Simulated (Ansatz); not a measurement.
MoSi2, response to strain

Take MoSi2 (space group I4/mmm, No. 139; a = 3.174 Å, c = 7.779 Å; relaxed with 0.1 eV smearing) as the base. Axes: x, y, z lie along a, b, c of the conventional cell.

Strains are applied to the cell and any free atomic positions relax.

Calculations: Ansatz (a first-principles code) LDA, spin-orbit coupling left out.

Candidates:
(a) uniaxial strain ε_zz = +3.00 %
(b) uniaxial strain ε_zz = +1.50 %
(c) uniaxial strain ε_zz = −3.00 %
(d) uniaxial strain ε_zz = +0.50 %
(e) uniaxial strain ε_zz = −2.00 %

Notes on the quantities. energy relative to the base: free energy F.

Task: Order them by energy relative to the base, highest first.

Result: (c) uniaxial strain ε_zz = −3.00 % (+21 meV/atom), (a) uniaxial strain ε_zz = +3.00 % (+18 meV/atom), (e) uniaxial strain ε_zz = −2.00 % (+9.2 meV/atom), (b) uniaxial strain ε_zz = +1.50 % (+4.7 meV/atom), (d) uniaxial strain ε_zz = +0.50 % (+0.5 meV/atom)

No phonon test of stability was made. All final runs are without spin polarisation.
